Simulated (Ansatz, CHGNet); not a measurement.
For BAs (model structure, started from the NiAs type, P6₃/mmc, No. 194, 4 atoms in the cell), the machine-learned potential CHGNet-r²SCAN (trained on r²SCAN data) gives:

- lattice parameter a = 3.218 Å
- c axis length = 5.213 Å

What does r²SCAN+rVV10 in Ansatz (PAW) give for the same quantities?


- lattice constant a: 3.251 Å (rises by 1.0 %)
- lattice parameter c: 5.401 Å (increases by 3.6 %)

Changes are worked out from the printed values.

Unless a cell is named, each level is at its own relaxed cell (CHGNet-r²SCAN 11.69, r²SCAN+rVV10 12.36 Å³/atom).

Ansatz's density-functional and Hartree–Fock values are scalar-relativistic unless marked +SOC, with PAW data made under PBE.

A model structure was made by putting elements into a prototype or built by hand; it is no filed structure, need not be a known phase, and can be a saddle point held by its symmetry.

Ansatz is an electronic-structure program.
